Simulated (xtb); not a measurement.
xtb 6.7.1, GFN2-xTB: Sr(SH)(amdMe)(dme) (CC1[N](C)[Sr]2([SH])(<-[N]=1C)<-[O](C)CC[O]->2C), 34 atoms. The geometry is a generated start, not checked to be a minimum at this level.

```json
{
  "run_flags": "--grad",
  "method": "GFN2-xTB",
  "--acc": "1 (default)",
  "--etemp (K)": "300 (default)",
  "basis_functions": "88",
  "valence_electrons": "82"
}
```

One run each on 1 thread. Values of broydamp tried: 0.02, 0.05, 0.1, 0.2, 0.4 (default), 0.6, 0.8, 1.

**Question.** Which value of broydamp needs the fewest SCC iterations, and what happens away from it?

**Answer.** Fewest SCC iterations: 0.2 with 19. The count rises to 35 at 0.02. All converge to one solution.

| broydamp | SCC iterations | end |
|---|---|---|
| 0.02 | 35 | same solution |
| 0.05 | 30 | same solution |
| 0.1 | 22 | same solution |
| 0.2 | 19 | same solution |
| 0.4 (default) | 22 | same solution |
| 0.6 | 25 | same solution |
| 0.8 | 30 | same solution |
| 1 | 29 | same solution |
